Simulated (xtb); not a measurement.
xtb 6.7.1, GFN1-xTB: Sr(OH)(k2OAc)(tmeda) (CC1[O][Sr]2([OH])(<-[O]=1)<-[N](C)(C)CC[N]->2(C)C), 34 atoms. The geometry is a generated start, not checked to be a minimum at this level.

| Item | Value |
|---|---|
| run flags | --grad |
| method | GFN1-xTB |
| --acc | 1 (default) |
| --etemp (K) | 300 (default) |
| basis functions | 102 |
| valence electrons | 82 |

One run each on 1 thread. Values of broydamp tried: 0.02, 0.05, 0.1, 0.2, 0.4 (default), 0.6, 0.8, 1.

Q: How does the count of SCC iterations change with broydamp, and where is it least?

A: Fewest SCC iterations, within one of each other: 0.4 (default) with 12, 0.6 with 12, 0.8 with 13. The count rises to 23 at 0.02. All converge to one solution.

| broydamp | SCC iterations | end |
|---|---|---|
| 0.02 | 23 | same solution |
| 0.05 | 21 | same solution |
| 0.1 | 17 | same solution |
| 0.2 | 14 | same solution |
| 0.4 (default) | 12 | same solution |
| 0.6 | 12 | same solution |
| 0.8 | 13 | same solution |
| 1 | 16 | same solution |
